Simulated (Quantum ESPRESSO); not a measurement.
The steps of a band-structure calculation for Si2W (I4/mmm, 3 atoms in the cell) with Quantum ESPRESSO.

Level of theory: revPBE, GBRV 1.5 ultrasoft (PBE) pseudopotentials (plane waves; Quantum ESPRESSO).

Step 1 (scf):

```fortran
&CONTROL
   calculation = 'scf'
   prefix = 'scf'
   outdir = './work'
   pseudo_dir = './'
   tprnfor = .true.
   tstress = .true.
/
&SYSTEM
   ibrav = 0
   nat = 3
   ntyp = 2
   ecutwfc = 40
   ecutrho = 320
   occupations = 'smearing'
   smearing = 'cold'
   degauss = 0.019992
   nbnd = 23
   input_dft = 'revpbe'
/
&ELECTRONS
   conv_thr = 1.0e-11
   mixing_beta = 0.3
/
ATOMIC_SPECIES
Si    28.0850  si_pbe_v1.uspp.F.UPF
W    183.8400  w_pbe_v1.2.uspp.F.UPF
ATOMIC_POSITIONS {crystal}
Si    0.3347000000    0.3347000000    0.0000000000
Si    0.6653000000    0.6653000000    0.0000000000
W     0.0000000000    0.0000000000    0.0000000000
K_POINTS {automatic}
12 12 12  0 0 0
CELL_PARAMETERS {bohr}
  -3.0366009097     3.0366009097     7.3981832916
   3.0366009097    -3.0366009097     7.3981832916
   3.0366009097     3.0366009097    -7.3981832916
```

Step 2 (bands):

```fortran
&CONTROL
   calculation = 'bands'
   prefix = 'scf'
   outdir = './work'
   pseudo_dir = './'
   verbosity = 'high'
/
&SYSTEM
   ibrav = 0
   nat = 3
   ntyp = 2
   ecutwfc = 40
   ecutrho = 320
   occupations = 'smearing'
   smearing = 'cold'
   degauss = 0.019992
   nbnd = 23
   input_dft = 'revpbe'
/
&ELECTRONS
   conv_thr = 1.0e-11
   startingwfc = 'random'
   diago_thr_init = 1.0d-6
   diagonalization = 'cg'
/
ATOMIC_SPECIES
Si    28.0850  si_pbe_v1.uspp.F.UPF
W    183.8400  w_pbe_v1.2.uspp.F.UPF
ATOMIC_POSITIONS {crystal}
Si    0.3347000000    0.3347000000    0.0000000000
Si    0.6653000000    0.6653000000    0.0000000000
W     0.0000000000    0.0000000000    0.0000000000
K_POINTS {crystal_b}
13
  0.00000000   0.00000000   0.00000000  14  ! G
  0.00000000   0.00000000   0.50000000   2  ! X
 -0.08423552   0.08423552   0.50000000   8  ! Y
 -0.29211776   0.29211776   0.29211776  11  ! S
  0.00000000   0.00000000   0.00000000   8  ! G
  0.50000000   0.50000000  -0.50000000   8  ! Z
  0.29211776   0.70788224  -0.29211776   4  ! S1
  0.00000000   0.50000000   0.00000000  10  ! N
  0.25000000   0.25000000   0.25000000   5  ! P
  0.50000000   0.50000000  -0.08423552  11  ! Y1
  0.50000000   0.50000000  -0.50000000   1  ! Z
  0.00000000   0.00000000   0.50000000   4  ! X
  0.25000000   0.25000000   0.25000000   1  ! P
CELL_PARAMETERS {bohr}
  -3.0366009097     3.0366009097     7.3981832916
   3.0366009097    -3.0366009097     7.3981832916
   3.0366009097     3.0366009097    -7.3981832916
```

Step 3 (bands.x):

```fortran
&BANDS
   prefix = 'scf'
   outdir = './work'
   filband = 'bands.dat'
   lsym = .false.
/
```

Output of bands (abridged):

```
     Atomic positions and unit cell read from directory:
     ./work/scf.save/

     Message from routine setup:
     using ibrav=0 with symmetry is DISCOURAGED, use correct ibrav instead
     G-vector sticks info
     --------------------
     sticks:   dense  smooth     PW     G-vecs:    dense   smooth      PW
     Sum        1627     809    253                26475     9373    1669

     bravais-lattice index     =            0
   [... lines left out ...]
     unit-cell volume          =     272.8730 (a.u.)^3
   [... lines left out ...]
        k(    1) = (   0.0000000   0.0000000   0.0000000), wk =   0.0229885
        k(    2) = (   0.0503044   0.0503044   0.0000000), wk =   0.0229885
        k(    3) = (   0.1006087   0.1006087   0.0000000), wk =   0.0229885
   [... 84 lines left out ...]

     Dense  grid:    26475 G-vectors     FFT dimensions: (  50,  50,  50)

     Smooth grid:     9373 G-vectors     FFT dimensions: (  36,  36,  36)

     The potential is recalculated from file :
     ./work/scf.save/charge-density

     negative rho (up, down):  6.621E-02 0.000E+00

     Band Structure Calculation
     CG style diagonalization

     ethr =  1.00E-06,  avg # of iterations = 24.1

     End of band structure calculation

          k = 0.0000 0.0000 0.0000 (  1179 PWs)   bands (ev):

   -57.1632 -21.3959 -21.3783 -21.3783   2.6879   9.9155  13.0283  13.4662
    13.9334  13.9334  17.3944  19.5193  19.7139  19.8322  19.8322  21.4121
    22.4750  22.4750  25.4491  30.4694  31.0815  31.3644  31.3644

          k = 0.0503 0.0503 0.0000 (  1175 PWs)   bands (ev):

   -57.1630 -21.3960 -21.3805 -21.3802   2.7295   9.9537  12.8533  13.4751
    13.8204  14.1162  17.1660  19.4507  19.8490  19.8646  19.8820  21.4163
    22.5084  22.6052  25.6728  29.5085  30.7713  31.6448  31.7424

   [... 85 blocks of this kind left out ...]
```

Output of bands.x (abridged):

```
     Reading xml data from directory:

     ./work/scf.save/

     G-vector sticks info
     --------------------
     sticks:   dense  smooth     PW     G-vecs:    dense   smooth      PW
     Sum        1627     809    253                26475     9373    1669

     negative rho (up, down):  6.621E-02 0.000E+00
     Reading collected, re-writing distributed wavefunctions
     high-symmetry point:  0.0000 0.0000 0.0000   x coordinate   0.0000
     high-symmetry point:  0.7043 0.7043 0.0000   x coordinate   0.9960
     high-symmetry point:  0.8229 0.5856 0.0000   x coordinate   1.1638
     high-symmetry point:  0.8229 0.0000 0.0000   x coordinate   1.7494
     high-symmetry point:  0.0000 0.0000 0.0000   x coordinate   2.5723
     high-symmetry point:  0.0000 0.0000 0.5781   x coordinate   3.1504
   [... 2 lines left out ...]
     high-symmetry point:  0.7043 0.7043 0.2891   x coordinate   4.7528
     high-symmetry point:  0.5856 0.5856 0.5781   x coordinate   5.0870
     high-symmetry point:  0.0000 0.0000 0.5781   x coordinate   5.9152
     high-symmetry point:  0.7043 0.7043 0.0000   x coordinate   5.9152
     high-symmetry point:  0.7043 0.7043 0.2891   x coordinate   6.2042

     Plottable bands (eV) written to file bands.dat.gnu
     Bands written to file bands.dat

   JOB DONE.
```

The starting cell comes from a database of published, mostly measured structures (it also holds non-ambient and calculated ones), without a prior relaxation at this level. Spin-orbit coupling is off. Spin polarisation is off.
